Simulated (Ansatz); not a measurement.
Take CoSi₂ (space group Fm-3m, No. 225; a = 5.3147 Å; non-magnetic) as the base. Axes: x, y, z lie along the cube axes.

Method: r2SCAN (Ansatz, a quantum-chemistry and plane-wave program; PAW; 500 eV plane waves; no SOC), earlier PAW set.

Before the change:

```
Item                             Value
-----------------------------  -------
Shortest interatomic distance  2.301 Å
```

Perturbation: a free-standing slab of 2 layers (6 atoms, 3 a layer) is cut normal to [111], with 15 Å of vacuum and the in-plane cell held at bulk.

Q: Estimate the effect on the change of the spacing d12 from its bulk value of 0.767 Å, excess energy per area of both faces, shortest interatomic distance and change of the spacing d23 from its bulk value of 0.767 Å.

A: The change of the spacing d12 from its bulk value of 0.767 Å comes out as -14.3 %; the excess energy per area of both faces (slab less bulk energy over the cell's area: twice a surface energy) amounts to 3.2 J/m² (uncertain by up to 0.08 J/m²); the shortest interatomic distance shrinks by 0.034 Å, from 2.301 Å to 2.267 Å; the change of the spacing d23 from its bulk value of 0.767 Å is +1.8 %.

The excess energy carries the mismatch between the slab's and the bulk's meshes. Stability against distortions was not tested. Starting moments died away, wholly or in part, for the base; another magnetic solution may exist. All final runs are without spin polarisation. An odd electron count without spin: CoSi2.
